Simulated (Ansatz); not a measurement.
The structure below was relaxed with PBEsol (Ansatz, a program for electronic structure), scalar-relativistic without spin-orbit coupling.

Space group Im-3m (No. 229); a = b = c = 4.1707 Å, α = β = γ = 90.00°

| atom | site | symmetry | x | y | z |
|---|---|---|---|---|---|
| Na | 2a | m-3m | 0.0000 | 0.0000 | 0.0000 |

### Question
Write out a cell with all atoms.

### Answer
```
Na
1.0
    4.17074     0.00000     0.00000
    0.00000     4.17074     0.00000
    0.00000     0.00000     4.17074
Na
2
Direct
  0.00000   0.00000   0.00000
  0.50000   0.50000   0.50000
```
This is the conventional cell.

No phonon test of stability was made. The cell was made from Ba by this change: Ba → Na.
